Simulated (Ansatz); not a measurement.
# tetragonal indium (0 0 1) on rock-salt PbTe (0 0 1) (film strained to the substrate, started from cuts of the bulks and a machine-learned relaxation; slabs Pb4Te4 and In8, which can lie off the formulas)

A periodic stack without vacuum, tetragonal indium (0 0 1) on rock-salt PbTe (0 0 1) (film strained to the substrate, started from cuts of the bulks and a machine-learned relaxation; slabs Pb4Te4 and In8, which can lie off the formulas): substrate slab Pb4Te4, film In8, surface cells [[1, 0], [1, 1]] and [[-1, 1], [-1, -1]], film strained by -1.3 and -1.3 %, outermost planes PbTe/PbTe and In/In as cut, which need not be the usual terminations and can put a slab off its formula.

The start was prepared with a machine-learned potential, and the result is one local minimum, with the in-plane cell held and forces under 0.04 eV/Å; the film can end far from its bulk form.

These are PBE (plane waves to 420 eV, PAW; Ansatz, a program for electronic structure) values and carry that method's errors. Scalar-relativistic, without spin–orbit coupling; the runs are not spin-polarised. Its k-point mesh 7×7×1, Fermi–Dirac width 0.05 eV.

- interface area: 21.6 Å²
- period: 24.03 Å
- heights between the nearest atoms of the two slabs at the two interfaces: 3.09 and 3.10 Å
- In–Pb contacts across the interfaces within 1.22 times the sum of covalent radii: 2, mean 3.39 Å
- In–Te contacts across the interfaces within 1.22 times the sum of covalent radii: 2, mean 3.18 Å

```
CELL_PARAMETERS angstrom
      4.64544     0.00173    -0.10246
      0.00164     4.64399     0.15640
      0.63607     1.18688    24.07127
ATOMIC_POSITIONS crystal
  Pb 0.87707 0.98779 0.20852
  Pb 0.38054 0.54373 0.07135
  Pb 0.87138 0.87428 0.48105
  Pb 0.37642 0.42830 0.34380
  Te 0.37745 0.49210 0.20482
  Te 0.87984 0.04501 0.07481
  Te 0.37099 0.37184 0.47755
  Te 0.87443 0.92479 0.34755
  In 0.85841 0.26605 0.72360
  In 0.35794 0.76447 0.72069
  In 0.85800 0.81023 0.62190
  In 0.35814 0.31091 0.60976
  In 0.86209 0.09631 0.94250
  In 0.36316 0.59718 0.93041
  In 0.86494 0.64364 0.83158
  In 0.36457 0.14182 0.82867
```
